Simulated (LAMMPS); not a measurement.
Quenches at 1e+13 K/s across the composition of Al (fcc) with a share x of Al sites Cu; each row starts from its own melt temperature.

Method: classical MD, pair style adp, file AlCu.adp; code LAMMPS.

```
x                     density  state
----  -----------------------  -----
0.1   3.10 g/cm³ (one sample)  glass
0.25  4.01 g/cm³ (one sample)  glass
0.5   6.01 g/cm³ (one sample)  glass
0.75  7.42 g/cm³ (one sample)  glass
0.9   8.07 g/cm³ (one sample)  glass
```
